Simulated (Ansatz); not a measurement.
The parent structure is Li₂S in the anti-fluorite structure (space group Fm-3m, No. 225; a = 5.655 Å). Axes: x, y, z lie along the cube axes.

All numbers come from PBEsol/PAW in Ansatz (an electronic-structure program), without spin-orbit coupling.

Strains are applied to the cell and any free atomic positions relax; under biaxial strain the out-of-plane vector relaxes too.

One change was made to it. Results:

The pressure (mean of the normal stresses, compression positive) goes from zero to 0.28 GPa; the smallest direct gap goes up by 0.024 eV (4.21 eV → 4.24 eV); the volume per atom decreases by 0.10 Å³ to 14.97 Å³.

Q: Which of these changes matches the shifts?
(A) biaxial strain −0.42 %, plane normal [111], relaxed out of plane
(B) biaxial strain +0.83 %, plane normal [111], relaxed out of plane
(C) biaxial strain −1.67 %, plane normal [111], relaxed out of plane
(D) biaxial strain −0.83 %, plane normal [111], relaxed out of plane

A: A, biaxial strain −0.42 %, plane normal [111], relaxed out of plane. For comparison, the pressure in the other runs: biaxial strain +0.83 %, plane normal [111], relaxed out of plane gives -0.53 GPa; biaxial strain −0.83 %, plane normal [111], relaxed out of plane gives 0.57 GPa; biaxial strain −1.67 %, plane normal [111], relaxed out of plane gives 1.18 GPa.

Whether these cells are dynamically stable was not tested.
